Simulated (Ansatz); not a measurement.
# NbP, pressure series

The reference is NbP (space group I4_1md, No. 109; a = 3.347 Å, c = 11.427 Å).

Cell and atoms are relaxed at each pressure.

Computed with DFT with PBE, PAW potentials and a 420 eV plane-wave cutoff in Ansatz (a program for electronic structure), without spin-orbit coupling.

Candidates:
(a) pressure 100 GPa
(b) pressure 3 GPa
(c) pressure 30 GPa
(d) pressure 75 GPa
(e) pressure 50 GPa

Base values:

The c/a ratio is 3.414.

Question: Order them by c/a ratio, lowest first.

Answer: (a) pressure 100 GPa (3.185), (d) pressure 75 GPa (3.232), (e) pressure 50 GPa (3.284), (c) pressure 30 GPa (3.331), (b) pressure 3 GPa (3.405)

Load acts through the strain it causes; cell and atoms are relaxed under it. Whether these cells are dynamically stable was not tested. No other phases were tried under pressure. All final runs are without spin polarisation.
